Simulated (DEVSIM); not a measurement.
System: abrupt GaAs p-n junction, at 300 K.

Layer 1 from the left is GaAs, thickness (μm) 17.0, Na (cm⁻³) 6.9e16, τn (s) 6e-8, τp (s) 6e-8. Layer 2 from the left is GaAs, thickness (μm) 2.50, Nd (cm⁻³) 1.5e17, τn (s) 6e-8, τp (s) 6e-8.

Left contact: ohmic. Right contact: ohmic. Voltage is applied to the left contact. Recombination: SRH at mid-gap. Mobility is constant in doping.

This is a model device: material constants are rounded textbook-type values typed into the input, and sizes, dopings and lifetimes were drawn at random. Values at 300 K.

GaAs: gap (eV) 1.424, affinity (eV) 4.07, permittivity 12.9, Nc (cm⁻³) 4.7e17, Nv (cm⁻³) 9e18, μn (cm²/Vs) 8500, μp (cm²/Vs) 400.

DEVSIM, 1D drift-diffusion, Boltzmann statistics, complete ionisation; no tunnelling, impact ionisation, image-force lowering or self-heating.

Question: What does the simulation give for the largest field in the device at zero bias, the dark forward voltage at 1 A/cm²?

Answer: largest field in the device at zero bias 130000 V/cm; dark forward voltage at 1 A/cm² 1.055 V.
